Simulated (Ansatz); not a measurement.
## Effect of Hf → Zr on HfO2

Base system: HfO$_{2}$ (space group P4_2/nmc, No. 137; a = 3.567 Å, c = 5.166 Å).

Now apply this change: full substitution Hf → Zr; the structure is relaxed again.

Computed with PBEsol/PAW in Ansatz (a first-principles code), no spin-orbit coupling. k-mesh 9×9×7 (Γ-centred); smearing 0.05 eV (Fermi–Dirac).

| quantity | base | changed | shift |
|---|---|---|---|
| volume per atom | 10.96 Å³ | 11.09 Å³ | +0.13 Å³ |
| density | 10.63 g/cm³ | 6.15 g/cm³ | -4.48 g/cm³ |
| lattice parameter a | 6.741 bohr | 6.774 bohr | +0.033 bohr |
| c/a ratio | 1.448 | 1.444 | -0.004 |
| space group | P4_2/nmc (No. 137) | P4_2/nmc (No. 137) | – |
| shortest interatomic distance | 3.896 bohr | 3.919 bohr | +0.023 bohr |
| band gap | 4.57 eV | 4.00 eV | -0.57 eV |
| gap character | indirect, A → Γ | indirect, M–Γ (56 % along) → Γ | – |
| smallest direct gap | 4.65 eV | 4.12 eV | -0.537 eV |
| width of the top valence band | 1.02 eV | 0.92 eV | -0.095 eV |
| electron mass | 0.96 mₑ along c, 0.78 mₑ across (at Γ) | 2.1 mₑ along c, 0.57 mₑ across (at Γ) | – |

Final structure:

```xyz
6
Lattice="3.5845 0.0000 0.0000 0.0000 3.5845 0.0000 0.0000 0.0000 5.1772" Properties=species:S:1:pos:R:3 pbc="T T T"
Zr     0.0000     0.0000     0.0000
Zr     1.7922     1.7922     2.5886
O      0.0000     1.7922     1.0431
O      0.0000     1.7922     3.6317
O      1.7922     0.0000     1.5455
O      1.7922     0.0000     4.1341
```

With Hf present, leaving out spin-orbit coupling can change the band edges. Effective masses come from finite differences of ±0.01 Å⁻¹. Stability against distortions was not tested. This is not the structure that ZrO2 has at room temperature and ambient pressure. This is not the structure that HfO2 has at room temperature and ambient pressure.
